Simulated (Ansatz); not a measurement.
Base system: NiO in the rock salt structure (space group Fm-3m, No. 225; a = 4.1172 Å; ferromagnetic).

Computed with PBEsol, PAW, 420 eV (Ansatz, a first-principles code; spin-orbit coupling left out), earlier PAW set.

Base values:

The magnetic state is ferromagnetic and the density is 7.11 g/cm³.

Modification: hydrostatic tension (pressure −1 GPa).

Problem. Predict the new magnetic state.

Solution. The magnetic state is still ferromagnetic.

Problem. How does this affect the density?

Solution. The density decreases by 0.04 g/cm³, from 7.11 g/cm³ to 7.07 g/cm³.

Load acts through the strain it causes; cell and atoms are relaxed under it. Stability against distortions was not tested. No Hubbard U is applied and the magnetic state is the run's own (NiO ferromagnetic); small cells can't hold the antiferromagnetic order that many such compounds have, so gaps and moments can be off. In its common phase, real NiO is an antiferromagnetic insulator at low temperature.
